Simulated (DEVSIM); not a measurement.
## Schottky contact on p-type CdTe

System: Schottky contact on p-type CdTe, at 300 K.

```tsv
layer (left to right)	material	thickness (μm)	Na (cm⁻³)	τn (s)	τp (s)
1	CdTe	3.50	4.2e15	7.8e-8	7.8e-8
```

Left contact: Schottky, work function 4.73 eV, emission velocity 1e7 cm/s. Right contact: ohmic. Voltage is applied to the left contact. Recombination: SRH at mid-gap. Mobility is μmin + (μ − μmin)/(1 + (N/Nref)^α).

The device is made up for the run: typed textbook-type constants, with dimensions and the other settings drawn at random. Values at 300 K.

```csv
parameter,CdTe
gap (eV),1.5
affinity (eV),4.28
permittivity,10.2
Nc (cm⁻³),8e17
Nv (cm⁻³),1.8e19
μn (cm²/Vs),1000
μp (cm²/Vs),80
"μn,min",100
"μp,min",10
"Nref,n",1e17
"Nref,p",1e17
αn,0.6
αp,0.6
```

DEVSIM, 1D drift-diffusion, Boltzmann statistics, complete ionisation; no tunnelling, impact ionisation, image-force lowering or self-heating. Metal contacts follow the ideal Schottky-Mott rule: no Fermi-level pinning, no interface dipoles.

```yaml
potential_step_across_the_device_at_zero_bias: 0.834 V
largest_field_in_the_device_at_zero_bias: 35000 V/cm
Dark forward voltage at 1 A/cm²: 0.679 V
Dark forward voltage at 100 A/cm²: 1.539 V
```

Dark forward current:

| V (V) | J (A/cm²) |
|---|---|
| -0.05 | -8.0e-11 |
| -0.10 | -5.9e-10 |
| -0.20 | -2.6e-8 |
| -0.25 | -1.7e-7 |
| -0.35 | -7.6e-6 |
| -0.40 | -5.0e-5 |
| -0.50 | -0.0021 |
| -0.55 | -0.013 |
| -0.65 | -0.44 |
| -0.70 | -1.8 |
| -0.75 | -4.7 |
| -0.85 | -14 |
| -0.90 | -19 |
| -1.00 | -31 |
| -1.05 | -37 |
| -1.15 | -50 |
| -1.20 | -56 |
| -1.30 | -69 |
| -1.35 | -75 |
| -1.40 | -82 |
| -1.50 | -95 |
| -1.55 | -100 |
| -1.65 | -110 |
| -1.70 | -120 |
| -1.80 | -130 |
| -1.85 | -140 |
| -1.95 | -150 |
| -2.00 | -160 |

Small-signal capacitance in reverse bias (quasi-static):

```json
[
 {"V (V)": "0.04", "C (nF/cm²)": "18.9"},
 {"V (V)": "0.1", "C (nF/cm²)": "18.3"},
 {"V (V)": "0.2", "C (nF/cm²)": "17.4"},
 {"V (V)": "0.3", "C (nF/cm²)": "16.6"},
 {"V (V)": "0.4", "C (nF/cm²)": "15.9"},
 {"V (V)": "0.6", "C (nF/cm²)": "14.7"},
 {"V (V)": "0.8", "C (nF/cm²)": "13.7"},
 {"V (V)": "1", "C (nF/cm²)": "13.0"},
 {"V (V)": "1.3", "C (nF/cm²)": "12.0"},
 {"V (V)": "1.6", "C (nF/cm²)": "11.2"},
 {"V (V)": "2", "C (nF/cm²)": "10.4"}
]
```
